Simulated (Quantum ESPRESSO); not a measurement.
Input and output of a self-consistent single point for CoIr (P1, 2 atoms in the cell) (Quantum ESPRESSO).

Method of the run: LDA (PZ), GBRV 1.5 ultrasoft (LDA) pseudopotentials (plane waves; Quantum ESPRESSO).

The change in words: lattice scaled by 0.98. Reference geometry:
```xyz
2
Lattice="2.6746 0.0000 0.0000 -1.3373 2.3163 0.0000 0.0000 0.0000 4.1025" Properties=species:S:1:pos:R:3 pbc="T T T"
Co    -0.0179     0.0038    -0.0480
Ir     1.3552     0.7683     2.0993
```
Moments meant for the start (each program seeds them in its own way; μB, in the order of the atoms Co Ir): 3.0 0.0.

Reference input (self-consistent single point, DFT, LDA (PZ), plane waves, GBRV 1.5 ultrasoft (LDA) pseudopotentials): ecutwfc = 50 Ry; ecutrho = 400 Ry; occupations = smearing; smearing = gaussian; degauss = 0.0147 Ry; nspin = 2; potentials = {Co: co_lda_v1.2.uspp.F.UPF, Ir: ir_lda_v1.2.uspp.F.UPF}; K_POINTS = automatic 9 9 5 0 0 0; conv_thr = 1e-09 Ry; mixing_beta = 0.4. This run's input differs from it in these lines:

```diff
@@ -10,3 +10,3 @@
   ibrav = 0
-  celldm(1) = 5.05433708
+  celldm(1) = 4.95324996
   nat = 2
@@ -30,4 +30,4 @@
    1.00000000     0.00000000     0.00000000
-  -0.50000000     0.86602534     0.00000000
-   0.00000000     0.00000000     1.53385876
+  -0.50000019     0.86602545     0.00000000
+   0.00000000     0.00000000     1.53385903
 ATOMIC_POSITIONS crystal
```

Output (repeated stretches shortened):

```
     Self-consistent Calculation

     iteration #  1     ecut=    50.00 Ry     beta= 0.40

     negative rho (up, down):  1.689E-01 1.668E-01

     total energy              =    -478.24862472 Ry
     estimated scf accuracy    <       5.99878828 Ry

     total magnetization       =     1.91 Bohr mag/cell
     absolute magnetization    =     1.98 Bohr mag/cell

     iteration #  2     ecut=    50.00 Ry     beta= 0.40

     negative rho (up, down):  1.600E-01 1.580E-01

     total energy              =    -478.65524642 Ry
     estimated scf accuracy    <      14.55236383 Ry

     total magnetization       =     0.23 Bohr mag/cell
   [... lines left out ...]

     iteration # 15     ecut=    50.00 Ry     beta= 0.40

     negative rho (up, down):  1.580E-01 1.494E-01

     total energy              =    -480.21730286 Ry
     estimated scf accuracy    <          1.4E-09 Ry

     total magnetization       =     1.44 Bohr mag/cell
     absolute magnetization    =     1.53 Bohr mag/cell

     iteration # 16     ecut=    50.00 Ry     beta= 0.40

     negative rho (up, down):  1.580E-01 1.494E-01

     Magnetic moment per site  (integrated on atomic sphere of radius R)
     atom   1 (R=0.381)  charge= 15.5234  magn=  1.2720
     atom   2 (R=0.381)  charge= 11.8047  magn=  0.1879
     End of self-consistent calculation

     Number of k-points >= 100: set verbosity='high' to print the bands.

     the Fermi energy is    22.9986 ev

!    total energy              =    -480.21730286 Ry
     estimated scf accuracy    <          1.9E-10 Ry
     smearing contrib. (-TS)   =      -0.00400285 Ry
     internal energy E=F+TS    =    -480.21330001 Ry

     total magnetization       =     1.44 Bohr mag/cell
     absolute magnetization    =     1.53 Bohr mag/cell

     convergence has been achieved in  16 iterations

     negative rho (up, down):  1.580E-01 1.494E-01

     Forces acting on atoms (cartesian axes, Ry/au):

     atom    1 type  1   force =     0.00855430   -0.00188610    0.05381750
     atom    2 type  2   force =    -0.00855430    0.00188610   -0.05381750

     Total force =     0.077111     Total SCF correction =     0.000020

     negative rho (up, down):  1.580E-01 1.494E-01
          total   stress  (Ry/bohr**3)                   (kbar)     P=       71.27
   0.00046627  -0.00004235   0.00004202           68.59       -6.23        6.18
  -0.00004235   0.00044692  -0.00001047           -6.23       65.74       -1.54
   0.00004202  -0.00001047   0.00054029            6.18       -1.54       79.48

   JOB DONE.
```

The run converged in 16 iterations. Against the reference run the free energy goes down by 8.2 meV/atom, the pressure goes from -10.81 to 7.13 GPa, the largest force goes from 1.104 to 1.402 eV/Å and the size of the net moment goes from 0.87 to 0.72 μB/atom.

The starting cell comes from a database of computed structures (which also holds hypothetical and non-ambient phases and stackings), without a prior relaxation at this level. Its atoms were displaced at random from the sites of space group no. 187. For this run, on top of that: lattice scaled by 0.98. With one magnetic atom in the cell only a parallel order is possible. With a pressure of about 7 GPa the cell is away from its equilibrium volume at this level. Forces in this geometry exceed 1 eV/Å.

Cost on one core of a shared machine: roughly 5 min.
